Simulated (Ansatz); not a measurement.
Ansatz (a program for electronic structure) run on CaIr₂ (R3m, 6 atoms in the cell): self-consistent single point.

Method of the run: PBEsol, default PAW files made with PBE (plane waves; Ansatz).

```xyz
6
Lattice="0.0000 3.7900 3.7900 3.7900 0.0000 3.7900 3.7900 3.7900 0.0000" Properties=species:S:1:pos:R:3 pbc="T T T"
Ca     1.9239     1.9239     1.9239
Ca     0.0000     0.0000     0.0000
Ir     4.7375     4.7375     4.7375
Ir     4.7375     2.8425     2.8425
Ir     2.8425     2.8425     4.7375
Ir     2.8425     4.7375     2.8425
```

Reference input (self-consistent single point, DFT, PBEsol, plane waves, default PAW files made with PBE): basis.ecutwfc = 420 eV; kpoints.mp_grid.grid = 5 5 5; hamiltonian.xc = pbesol; hamiltonian.pseudopotentials = {kind: paw} (the program's default PAW files); scf.occupations.method = fermi_dirac; scf.occupations.width = 0.1 eV. This run's input differs from it in these lines:

Ansatz 0.2 input:
```diff
@@ -14,3 +14,3 @@
 basis:
-  ecutwfc: 420.0
+  ecutwfc: 335.0
 kpoints:
```

Output, abridged:

```
SCF iter   1: F=—  HF=-50785.990339 eV  |F-HF|=—  |Δ(HF+E_count)|=         —  Δρ=8.21e-3  dr2=7.21e-2  ethr=1.77e-3  ⟨swp⟩=8.1  Hψ=3841  notcnv=0  defer=6
all-band conjugate gradients solve this SCF's bands
preconditioner: auto → Kerker (q_TF=auto, 2.633 Å⁻¹)
SCF iter   2: F=—  HF=-50785.978110 eV  |F-HF|=—  |Δ(HF+E_count)|=   1.22e-2  Δρ=4.77e-3  dr2=3.62e-2  ethr=8.19e-5  ⟨swp⟩=1.3  Hψ=1165  notcnv=0  defer=7
   [... lines left out ...]
SCF iter   5: F=—  HF=-50785.970548 eV  |F-HF|=—  |Δ(HF+E_count)|=   5.26e-5  Δρ=2.45e-4  dr2=2.16e-4  ethr=5.50e-7  ⟨swp⟩=1.0  Hψ=993  notcnv=0  defer=8
SCF iter   6: F=—  HF=-50785.970511 eV  |F-HF|=—  |Δ(HF+E_count)|=   3.63e-5  Δρ=1.15e-4  dr2=4.05e-5  ethr=2.46e-7  ⟨swp⟩=1.7  Hψ=1046  notcnv=0  defer=8
SCF iter   7: F=—  HF=-50785.970527 eV  |F-HF|=—  |Δ(HF+E_count)|=   1.58e-5  Δρ=1.06e-5  dr2=2.68e-7  ethr=4.60e-8  ⟨swp⟩=2.0  Hψ=1320  notcnv=0  defer=7
SCF iter   8: F=-50785.970527 eV  HF=-50785.970527 eV  |F-HF|=7.77e-9  |Δ(HF+E_count)|=   5.63e-8  Δρ=2.58e-6  dr2=1.08e-8  ethr=1.14e-10  ⟨swp⟩=7.7  Hψ=3435  notcnv=0
SCF 1 converged in 8 iterations: F = -50785.970527 eV  dr2 = 1.08e-8
Free energy (F): -50785.970527 eV
Internal energy: -50785.775932 eV  (E = F + TS)
E sigma→0 (E₀):  -50785.873230 eV
Entropy (-TS):   -0.194595 eV (-32.432 meV/atom)
Fermi energy:    16.470467 eV
--- Forces (eV/Å), atoms counted from 1 ---
  atom   1  Ca    -0.16507672    -0.16507672    -0.16507672
  atom   2  Ca     0.04854728     0.04854728     0.04854728
  atom   3  Ir    -0.00454640    -0.00454640    -0.00454640
  atom   4  Ir     0.06377913     0.02865106     0.02865106
  atom   5  Ir     0.02865106     0.02865106     0.06377913
  atom   6  Ir     0.02865106     0.06377913     0.02865106
--- Stress (GPa, compression-positive) ---
       -6.160267      -0.041510      -0.041510
       -0.041510      -6.160267      -0.041510
       -0.041510      -0.041510      -6.160267
  P = ⅓ Tr σ = -6.1603 GPa (-61.603 kbar)
  The stress holds the Pulay correction. Without it, at fixed plane waves, as pw.x and ABINIT print it: P = -8.3618 GPa
```

The run converged in 8 iterations. Against the reference run the free energy rises by 17.8 meV/atom, the pressure stays at -6.16 GPa and the largest force hardly changes (0.285 to 0.286 eV/Å).

The starting cell comes from a database of computed structures (which also holds hypothetical and non-ambient phases and stackings), without a prior relaxation at this level. Its lattice was rescaled by up to half a per cent. One atom was moved a little off its site on purpose. Spin polarisation is off. Ansatz's pressure includes its estimate of the finite-basis (Pulay) stress. Without the estimate this run gives -8.36 GPa. The cutoff lies below the one recommended for these files.
